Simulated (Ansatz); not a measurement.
Data:

```
CELL_PARAMETERS angstrom
      0.00000     2.18294     2.17506
      2.18294     0.00000     2.17506
      2.18294     2.18294     0.00000
ATOMIC_POSITIONS crystal
  Si 0.25000 0.25000 0.25000
  C  0.00000 0.00000 0.00000
```

Level of theory: r2SCAN with spin-orbit coupling, rigid bands (plane waves, PAW; Ansatz, a program for electronic structure). Condition of this run: biaxial stress xx = yy = -1 GPa (compression positive) (the target of the relaxation). Cell: cell and atoms relaxed with r2SCAN, then loaded as said.

What conductivity effective mass do dilute electrons have at 300 K?

0.26 (x), 0.26 (y), 0.40 (z) mₑ.

Predict the hole conductivity mass (n e² τ/σ) at 300 K, by direction if it differs.

0.69 (x), 0.69 (y), 0.67 (z) mₑ.

And the band gap?

1.68 eV at this level; semilocal functionals usually fall short of the measured gap.

Rigid bands, one relaxation time for all states, no polarons.
